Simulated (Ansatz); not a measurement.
Worked example: relaxation of cell and atoms of CoSi2 (Fm-3m, 3 atoms in the cell) in Ansatz (a quantum-chemistry and plane-wave program).

Level of theory: PBEsol, default PAW files made with PBE (plane waves; Ansatz).

The change in words: atoms on their sites; basis.ecutwfc: 420 eV → 210 eV; relax: default → cell and atoms. Reference geometry:
```
CELL_PARAMETERS angstrom
      0.00000     2.67196     2.67196
      2.67196     0.00000     2.67196
      2.67196     2.67196     0.00000
ATOMIC_POSITIONS crystal
  Co 0.00936 0.00936 0.99064
  Si 0.25000 0.25000 0.25000
  Si 0.75000 0.75000 0.75000
```

Reference input (self-consistent single point, DFT, PBEsol, plane waves, default PAW files made with PBE): basis.ecutwfc = 420 eV; kpoints.mp_grid.grid = 11 11 11; hamiltonian.xc = pbesol; hamiltonian.pseudopotentials = {kind: paw} (the program's default PAW files); scf.occupations.method = fermi_dirac; scf.occupations.width = 0.1 eV. This run's input differs from it in these lines:

Ansatz 0.2 input:
```diff
@@ -7,3 +7,3 @@
   atoms:
-    - { symbol: Co, position: [0.009356, 0.009356, -0.009356] }
+    - { symbol: Co, position: [0.000000, 0.000000, 0.000000] }
     - { symbol: Si, position: [0.250000, 0.250000, 0.250000] }
@@ -11,3 +11,3 @@
 basis:
-  ecutwfc: 420.0 eV
+  ecutwfc: 210.0 eV
 kpoints:
@@ -19,2 +19,4 @@
   occupations: { method: fermi_dirac, width: 0.1 eV }
+relax:
+  cell: {}
 output:
```

Output (repeated stretches shortened):

```
   [... SCF lines of the steps left out ...]
relax step   1: F+E_penalty+E_count = -6321.85816785 eV  Δ(F+E_penalty+E_count) = +0.000e0 eV  max|allowed force component| = 2.621e-17 eV/Å  Δτ_max = 0.0000 Å  P = -8.706 GPa  Ω = 38.152 Å³  (8 SCF iters, dr2 threshold 1.00e-7 eV, accepted)
relax step   2: F+E_penalty+E_count = -6323.73527391 eV  Δ(F+E_penalty+E_count) = -1.877e0 eV  max|allowed force component| = 1.342e-16 eV/Å  Δτ_max = 0.0000 Å  P = +26.356 GPa  Ω = 37.119 Å³  energy of the carried Pulay correction = +1.934e0 eV  (7 [...]
   [... lines left out ...]
relax step  34: F+E_penalty+E_count = -6321.98613499 eV  Δ(F+E_penalty+E_count) = -1.768e-2 eV  max|allowed force component| = 4.318e-17 eV/Å  Δτ_max = 0.0000 Å  P = +0.000 GPa  Ω = 36.403 Å³  energy of the carried Pulay correction = +1.767e-2 eV  [...]
relax step  35: F+E_penalty+E_count = -6321.86459467 eV  Δ(F+E_penalty+E_count) = +1.215e-1 eV  max|allowed force component| = 9.869e-17 eV/Å  Δτ_max = 0.0000 Å  P = +0.048 GPa  Ω = 36.403 Å³  stress off target by 4.79e-2 GPa  SCF on the basis [...]
basis re-selected at this cell: Δ(F+E_penalty+E_count) = +1.215e-1 eV, ΔP = +0.048 GPa vs the last step
the relaxation is at rest under the 48 symmetry operations that the run kept from its start: a minimum is not shown …
Free energy (F): -6321.864595 eV
Internal energy: -6321.833825 eV  (E = F + TS)
E sigma→0 (E₀):  -6321.849210 eV
Entropy (-TS):   -0.030769 eV (-10.256 meV/atom)
Fermi energy:    13.444843 eV
--- Forces (eV/Å), atoms counted from 1 ---
  atom   1  Co    -0.00000000     0.00000000    -0.00000000
   [... zero for the other atoms too ...]
   [... lines left out ...]
  cell:  # Å, volume = 36.4034 Å³
   [... lines left out ...]
    - [2.630493821445634, -3.781752300324978e-33, 2.630493821445634]
    - [2.630493821445634, 2.630493821445634, -7.047138367058654e-33]
  atoms:
    - { symbol: Co, position: [-2.5315855295555316e-32, 3.327611041628354e-32, 4.5504870220858336e-32] }
    - { symbol: Si, position: [0.25, 0.25, 0.25] }
    - { symbol: Si, position: [0.7499999999999999, 0.7499999999999999, 0.7499999999999999] }
```

The run converged.  The full log also holds: “iter 3 did not close the SCF: its close was put off for the readings that it lacked (scf_convergence_deferred on its scf_iter line)”. The full log also holds: “iter 4 did not close the SCF: its close was put off for the readings that it lacked (scf_convergence_deferred on its scf_iter line)”.

Summary of the result:
```
Quantity                                                                           Value
-----------------------------------------------  ---------------------------------------
Free energy E − TS (on the zero of these files)                            -6321.8646 eV
Fermi level (on the code's own zero)                                            13.44 eV
Pressure                                                                        0.05 GPa
Final cell                                       a = b = c = 3.720 Å, α = β = γ = 60.00°
Final volume per atom                                                           12.13 Å³
Relaxation steps                                                                      35
```

The starting cell has typed, rounded lattice constants, without a prior relaxation at this level. Its lattice was rescaled by up to half a per cent. Spin polarisation is off. The relaxation keeps the symmetry of its start, so its end need not be a minimum. Ansatz's pressure includes its estimate of the finite-basis (Pulay) stress. Without the estimate this run gives -310.05 GPa. The cutoff lies below the one recommended for these files.
